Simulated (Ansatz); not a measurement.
What tensor shear ε_xy = +0.57 % does to HfN

Take HfN in the rock salt structure (space group Fm-3m, No. 225; a = 4.5257 Å; relaxed with 0.1 eV smearing) as the base. Axes: x, y, z lie along the cube axes.

Modification: tensor shear ε_xy = +0.57 % (engineering shear γ = 0.0114); the atoms relax in the strained cell.

Method: Kohn–Sham DFT with the r2SCAN functional, run in Ansatz (a quantum-chemistry and plane-wave program) with PAW and 500 eV plane waves, no spin-orbit coupling. Settings: 22×22×22 k-points, 0.1 eV Fermi–Dirac smearing.

The volume per atom remains 11.59 Å³ and the space group changes from Fm-3m (No. 225) to Immm (No. 71). The energy rises by 0.6 meV/atom and the pressure (mean of the normal stresses, compression positive) is still 0.0 GPa. The band gap stays zero and the stress (xx, yy, zz, yz, xz, xy; compression positive) amounts to (0.0, 0.0, 0.0, 0.0, 0.0, -1.5) GPa.

Stability against distortions was not tested. All final runs are without spin polarisation. An odd electron count without spin: HfN.
